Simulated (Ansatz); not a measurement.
For InSb (model structure, P6₃/mmc, No. 194, 4 atoms in the cell), PBEsol (plane waves, PAW; Ansatz, an electronic-structure program) gives:

- lattice constant a = 4.171 Å
- c axis length = 7.359 Å
- cohesive energy = 2.88 eV/atom

**Question.** What does r²SCAN+rVV10 (PAW; Ansatz) give for the same quantities?

**Answer.** 
- lattice constant a: 4.213 Å (goes up by 1.0 %)
- lattice parameter c: 7.294 Å (decreases by 0.9 %)
- cohesive energy: 2.74 eV/atom (decreases by 0.14 eV/atom)

Changes are worked out from the printed values.

Unless a cell is named, each level is at its own relaxed cell (PBEsol 27.72, r²SCAN+rVV10 28.03 Å³/atom).

Levels without +SOC leave out spin–orbit coupling, which shifts energies and cells of such heavy elements.

Ansatz's density-functional and Hartree–Fock values are scalar-relativistic unless marked +SOC, with PAW data made under PBE.

A model structure was made by putting elements into a prototype or built by hand; it is no filed structure, need not be a known phase, and can be a saddle point held by its symmetry.
